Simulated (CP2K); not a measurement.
CP2K is run on Li₂Os (Fd-3m, 6 atoms in the cell), and the run fails. The aim is a self-consistent single point with DFT PBE, GPW, DZVP-MOLOPT-SR-GTH basis, GTH-PBE potentials (GTH_POTENTIALS).

Cell that was meant: a = 5.2319 Å, b = 5.2319 Å, c = 5.2319 Å, α = 60.00°, β = 60.00°, γ = 60.00°.

Part of the input:

```
  METHOD Quickstep
  STRESS_TENSOR ANALYTICAL
  &DFT
    BASIS_SET_FILE_NAME BASIS_MOLOPT_SR
    POTENTIAL_FILE_NAME GTH_POTENTIALS
    &QS
      METHOD GPW
```

The program printed (abridged):

```
 GLOBAL| Method name                                                        CP2K
 GLOBAL| Project name                                                      li2os
 GLOBAL| Run type                                                   ENERGY_FORCE

 *******************************************************************************
 *   ___                                                                       *
 *  /   \                                                                      *
 * [ABORT]                                                                     *
 *  \___/   The specified OLD file <BASIS_MOLOPT_SR> cannot be opened. It does *
 *    |      not exist. *
 *  O/|
 * /| |
 * / \                                                   common/cp_files.F:406 *
 *******************************************************************************

 ===== Routine Calling Stack =====

            3 read_qs_kind
            2 create_qs_kind_set
            1 CP2K
Abort(1) on node 0 (rank 0 in comm 0): application called MPI_Abort(MPI_COMM_WORLD, 1) - process 0
```

### Question
Read the log: what does the program object to, and what is the fix?

### Answer
The fault is a potential or basis that cannot be found. The input names a file or set that is not where the program looks, or that does not exist under that name. To fix it, correct the name or place the file. The program stopped before any SCF iteration.

An input that runs soundly differs in these lines (not the only fix; some lines may just follow from the change or write a value another way):
```diff
-    BASIS_SET_FILE_NAME BASIS_MOLOPT_SR
+    BASIS_SET_FILE_NAME BASIS_MOLOPT
```

With that input, the run converged in 12 iterations: free energy E − TS -5804.4903 eV; Fermi level (on the code's own zero) 4.78 eV; pressure -18.28 GPa (DFT PBE, GPW, DZVP-MOLOPT-SR-GTH basis, GTH-PBE potentials (GTH_POTENTIALS)).

On the sound input: the starting cell was generated: these elements placed on a structure prototype, without a prior relaxation; it need not be a known phase or ordering of this composition. Spin polarisation is off. Values carry the incompleteness of an atom-centred basis. With a pressure of about -18 GPa the cell is away from its equilibrium volume at this level.
